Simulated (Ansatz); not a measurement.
Consider TiO$_{2}$ in the rutile structure (space group P4_2/mnm, No. 136; a = 4.591 Å, c = 2.939 Å).

Now apply this change: electron doping at 2.0×10^21 cm⁻³ (0.124 per cell), with a uniform compensating background at fixed cell and a 300 K Fermi–Dirac width.

All numbers come from plane-wave PAW DFT at the PBEsol level (Ansatz, a program for electronic structure, 420 eV), without spin-orbit coupling.

Base, band edges from the VBM (valence, conduction): A -0.67, 2.62; M -1.08, 1.90; R -1.05, 1.91; X -0.76, 2.55; Z -1.44, 3.01; Γ 0.00, 1.87 eV.

### Question
Give the band edges at the high-symmetry points of the new zone, measured from its valence-band maximum.

### Answer
```json
[
 {"point": "Γ", "valence edge (eV)": "0.00", "conduction edge (eV)": "1.94"},
 {"point": "X", "valence edge (eV)": "-0.76", "conduction edge (eV)": "2.60"},
 {"point": "M", "valence edge (eV)": "-1.09", "conduction edge (eV)": "1.96"},
 {"point": "Z", "valence edge (eV)": "-1.45", "conduction edge (eV)": "3.09"},
 {"point": "R", "valence edge (eV)": "-1.07", "conduction edge (eV)": "1.97"},
 {"point": "A", "valence edge (eV)": "-0.67", "conduction edge (eV)": "2.70"}
]
```

The gap is 1.94 eV, direct at Γ.

Carriers are added with a uniform compensating background; total energy and stress of such cells depend on the potential's zero and are not compared; many-body gap narrowing is missing at this level. No phonon test of stability was made. All final runs are without spin polarisation.
